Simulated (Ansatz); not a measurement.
Relaxation of the outer planes of the (311) surface of fcc Ca in its 1x1 cell, outermost plane spacing 1.67 Å in the ideal cut.

The numbers are results of PBE (plane waves to 420 eV, PAW; Ansatz, a program for electronic structure), not measurements.

Set-up: 7 atoms, 10.0 Å thick at the start (thin: gaps and levels are the slab's own); mesh 10x6x1; 0.1 eV smearing; dipole correction on; all atoms relaxed; held to the part of the start's symmetry that mesh and held atoms allow; no spin, no spin-orbit, no U.

```tsv
plane	atoms	bulk spacing to the next (Å)	relaxed spacing (Å)	change (%)	rumpling (Å)
1	Ca	1.667	1.569	-5.9	0.00
2	Ca	1.667	1.636	-1.9	0.00
```
